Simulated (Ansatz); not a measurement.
CsCl-type AuZn (cubic form, which distorts at low temperature) was calculated with r²SCAN (PAW; Ansatz, a program for electronic structure).

Total energies, extrapolated to zero smearing (they compare only within this program, potentials and cutoff):

```
system                                                                   energy (eV/atom)
-----------------------------------------------------------------------  ----------------
CsCl-type AuZn (cubic form, which distorts at low temperature), relaxed        -8244.8108
hcp Zn                                                                         -3325.6721
fcc Au                                                                        -13163.5100
```

Work out the formation enthalpy per atom.

ΔH_f ≈ ΔE = -8244.8108 − [1 × (-3325.6721) + 1 × (-13163.5100)]/2 = -0.220 eV/atom (0 K, no vibrations). The reference value is -0.235 ± 0.04 eV/atom (measured, temperature not stated, no zero-point or thermal correction; as tabulated in Nepal et al. (2020), arXiv:2007.11150), a difference of +0.015 eV/atom.

Spin–orbit coupling, which matters for such heavy atoms, is left out.

The PAW data were made under PBE.

Note: symmetry holds this phase in the static calculation, where it need not be a minimum.
